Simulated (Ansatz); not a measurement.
H2O on the 1x1 (0001) surface of corundum (cut with top plane Al), one in a 1x1 cell, started at the site 'top O'

Host crystal: corundum, with a band gap (PBE, scalar-relativistic without spin-orbit coupling).

These are HSE06, at the PBE geometry (plane waves to 420 eV, PAW; Ansatz, a quantum-chemistry and plane-wave program) values and carry that method's errors.

Slab: 23 atoms, 6.7 Å thick at the start under the adsorbate (thin: gaps and levels are the slab's own); k 4x4x1, smearing 0.01 eV, dipole-corrected; single point; no symmetry held, on the structure that PBE left; no spin, no spin-orbit, no U, no dispersion correction. At the end it is bonded to Al. In PBE it is, or lies within 0.03 eV of, the lowest of the starts that converged; the order may differ at this level.

adsorption energy against H2O(g) at the same level: -0.95 eV
gap of the slab on its k-mesh: 4.89 eV
highest filled level below the top vacuum level: 5.98 eV
change of the step from the bottom to the top vacuum level, against the clean slab: -1.71 eV
height of the binding atom over the mean of the host atoms within 0.3 Å of the top one: 1.825 Å
nearest host atoms of the binding atom: Al at 2.02 Å, O at 2.60 Å, O at 2.63 Å
caution: the clean host was not checked against rearrangement in a larger or rattled cell
note: in the relaxation the adsorbate left its starting site by 2.0 Å
cost: roughly 14 core-minutes

A negative adsorption energy means that the adsorbate is more stable on the surface than in its reference.
